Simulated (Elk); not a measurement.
Input and output of a self-consistent single point for ZnCo₂ (P-3m1, 3 atoms in the cell) (Elk).

Computed with PBEsol, all-electron FP-LAPW, Elk's shipped species files, default APW+lo basis run with Elk 10.2.4.

```
ZnCo2
1.0
    2.58727     0.00000     0.00000
   -1.29364     2.24064     0.00000
    0.00000     0.00000     6.24990
Zn Co
1 2
Direct
  0.00000   0.00000   0.00000
  0.33333   0.66667   0.65327
  0.66667   0.33333   0.34673
```
Moments meant for the start (each program seeds them in its own way; μB, in the order of the atoms Zn Co Co): 0.0 3.0 3.0.

Reference input (self-consistent single point, DFT, LDA (PW92), all-electron FP-LAPW, Elk's shipped species files, default APW+lo basis): spinpol = true; stype = 0; swidth = 0.00367493 Ha; ngridk = 10 10 4; reducebf = 0.5; rmtscf = 0.9; nempty = 12 per atom; maxscl = 100; bfcmt = [[0.0, 0.0, 0.0], [0.0, 0.0, -0.75], [0.0, 0.0, -0.75]]. This run's input differs from it in these lines:

```diff
@@ -2,2 +2,5 @@
   0
+
+xctype
+  22
```

The program printed (abridged):

```
│ Self-consistent loop started │
│ Loop number : 1 │
 total energy                :     -4579.12082222
 total moment                :    3.358011335
│ Loop number : 2 │
 total energy                :     -4576.17836010
 total moment                :    3.388007290
RMS change in Kohn-Sham potential (target) :    2.030443356     (  0.1000000000E-05)
Absolute change in total energy (target)   :    2.942462115     (  0.1000000000E-03)
│ Loop number : 3 │
 total energy                :     -4582.12272178
 total moment                :    3.370075878
RMS change in Kohn-Sham potential (target) :    2.006135221     (  0.1000000000E-05)
   [... lines left out ...]
│ Loop number : 24 │
 total energy                :     -4579.30423465
 total moment                :    3.071239415
RMS change in Kohn-Sham potential (target) :   0.1230622639E-05 (  0.1000000000E-05)
Absolute change in total energy (target)   :   0.5792746742E-04 (  0.1000000000E-03)
│ Loop number : 25 │
 total energy                :     -4579.30419778
 total moment                :    3.071277822
RMS change in Kohn-Sham potential (target) :   0.5515335261E-06 (  0.1000000000E-05)
Absolute change in total energy (target)   :   0.2238389243E-04 (  0.1000000000E-03)
Convergence targets achieved

│ Loop number : 26 │

Energies :
 Fermi                       :     0.297667503709
 xc effective B-field        :    -0.112315324329
 external B-field            :      0.00000000000
 total energy                :     -4579.30418522
 (external B-field energy excluded from total)

Density of states at Fermi energy :    68.40866312
 (states/Hartree/unit cell)

Estimated indirect band gap :   0.1442518326E-02
 from k-point     50 to k-point      6
Estimated direct band gap   :   0.8136986325E-02
 at k-point     25

Charges :
 core                        :    36.00000000
 valence                     :    48.00000000
 interstitial                :    4.272114012
 muffin-tins (core leakage)
  species :    1 (Zn)
   atom    1                 :    28.52927203     (  0.3419803156E-03)
  species :    2 (Co)
   [... lines left out ...]
 error                       :   0.1075528862E-01

Moments :
 interstitial                :  -0.1295221548
 muffin-tins
  species :    1 (Zn)
   atom    1                 :  -0.3299096644E-01
  species :    2 (Co)
   atom    1                 :    1.616904201
   atom    2                 :    1.616904201
 total in muffin-tins        :    3.200817436
 total moment                :    3.071295281

│ Self-consistent loop stopped │
```

The run converged in 26 iterations. The count includes the last loop, which Elk runs after its targets are met. Against the reference run the size of the net moment moves little (1.00 to 1.02 μB/atom).

The starting cell comes from a database of computed structures (which also holds hypothetical and non-ambient phases and stackings), without a prior relaxation at this level. Its lattice was rescaled by a random factor within 2.5 % of one. The magnetic order is the one reached from the typed start; others were not searched systematically. Values depend on the basis (sphere radii, cutoffs, local orbitals), which need not be converged. The log's line on a gap gives a spacing of levels on this mesh, which the program prints for metals too.

Cost on one core of a shared machine: roughly 2 min.
